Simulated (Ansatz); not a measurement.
Input and output of a self-consistent single point for LaRu2Si2 (I4/mmm, 5 atoms in the cell) (Ansatz, a first-principles code).

Method: PBEsol, default PAW files made with PBE (plane waves; Ansatz).

```
CELL_PARAMETERS angstrom
     -2.10980     2.10980     4.97530
      2.10980    -2.10980     4.97530
      2.10980     2.10980    -4.97530
ATOMIC_POSITIONS crystal
  La 0.00000 0.00000 0.00000
  Ru 0.75000 0.25000 0.50000
  Ru 0.25000 0.75000 0.50000
  Si 0.37500 0.37500 0.00000
  Si 0.62500 0.62500 0.00000
```

Reference input (self-consistent single point, DFT, PBEsol, plane waves, default PAW files made with PBE): basis.ecutwfc = 420 eV; kpoints.mp_grid.grid = 8 8 8; kpoints.mp_grid.shift = 0.5 0.5 0.5; hamiltonian.xc = pbesol; hamiltonian.pseudopotentials = {kind: paw} (the program's default PAW files); scf.occupations.method = methfessel_paxton; scf.occupations.width = 0.05 eV. This run's input differs from it in these lines:

Ansatz 0.2 input:
```diff
@@ -19,3 +19,3 @@
 scf:
-  occupations: { method: methfessel_paxton, width: 0.05 }
+  occupations: { method: methfessel_paxton, width: 0.8 }
 output:
```

Output, abridged:

```
SCF iter   1: F=—  HF=-19041.460085 eV  |F-HF|=—  |Δ(HF+E_count)|=         —  Δρ=6.12e-3  dr2=4.51e-2  ethr=1.77e-3  ⟨swp⟩=5.0  Hψ=6782  notcnv=0
all-band conjugate gradients solve this SCF's bands
preconditioner: auto → Kerker (q_TF=auto, 2.488 Å⁻¹)
SCF iter   2: F=—  HF=-19041.454675 eV  |F-HF|=—  |Δ(HF+E_count)|=   5.41e-3  S|Δr|=    0.00e0  Δρ=2.39e-3  dr2=6.19e-3  ethr=8.84e-5  ⟨swp⟩=2.0  Hψ=3596  notcnv=0
SCF iter   3: F=—  HF=-19041.453560 eV  |F-HF|=—  |Δ(HF+E_count)|=   1.11e-3  S|Δr|=    0.00e0  Δρ=5.35e-4  dr2=3.38e-4  ethr=1.21e-5  ⟨swp⟩=2.0  Hψ=2518  notcnv=0
SCF iter   4: F=—  HF=-19041.453491 eV  |F-HF|=—  |Δ(HF+E_count)|=   6.95e-5  S|Δr|=    0.00e0  Δρ=1.43e-4  dr2=2.08e-5  ethr=6.62e-7  ⟨swp⟩=2.0  Hψ=2893  notcnv=0
SCF iter   5: F=—  HF=-19041.453491 eV  |F-HF|=—  |Δ(HF+E_count)|=   3.89e-7  S|Δr|=    0.00e0  Δρ=3.08e-5  dr2=7.24e-7  ethr=4.08e-8  ⟨swp⟩=2.1  Hψ=3276  notcnv=0
SCF iter   6: F=-19041.453491 eV  HF=-19041.453491 eV  |F-HF|=2.40e-9  |Δ(HF+E_count)|=   2.12e-8  S|Δr|=    0.00e0  Δρ=5.45e-6  dr2=2.34e-8  ethr=1.96e-10  ⟨swp⟩=6.9  Hψ=8235  notcnv=0
SCF 1 converged in 6 iterations: F = -19041.453491 eV  dr2 = 2.34e-8
Stability not checked (fill_not_monotonic)
Free energy (F): -19041.453491 eV
Internal energy: -19041.532430 eV  (E = F + TS)
E sigma→0 (E₀):  -19041.473226 eV
Entropy (-TS):   0.078939 eV (15.788 meV/atom)
Fermi energy:    14.558220 eV
--- Forces (eV/Å), atoms counted from 1 ---
  atom   1  La    -0.00000000     0.00000000    -0.00000000
  atom   2  Ru    -0.00000000    -0.00000000     0.00000000
  atom   3  Ru     0.00000000     0.00000000     0.00000000
  atom   4  Si    -0.00000000     0.00000000    -1.63841675
  atom   5  Si     0.00000000     0.00000000     1.63841675
--- Stress (GPa, compression-positive) ---
       -6.917382       0.000000       0.000000
        0.000000      -6.917382       0.000000
        0.000000       0.000000      -5.898773
  P = ⅓ Tr σ = -6.5778 GPa (-65.778 kbar)
  The stress holds the Pulay correction. Without it, at fixed plane waves, as pw.x and ABINIT print it: P = -6.6046 GPa
```

The run converged in 6 iterations. Against the reference run the free energy goes up by 4.8 meV/atom, the pressure goes from -6.46 to -6.58 GPa and the largest force goes from 1.719 to 1.638 eV/Å.

The starting cell comes from a database of published, mostly measured structures (it also holds non-ambient and calculated ones), without a prior relaxation at this level. Spin polarisation is off. With a pressure of about -7 GPa the cell is away from its equilibrium volume at this level. Forces in this geometry exceed 1 eV/Å. Ansatz's pressure includes its estimate of the finite-basis (Pulay) stress.
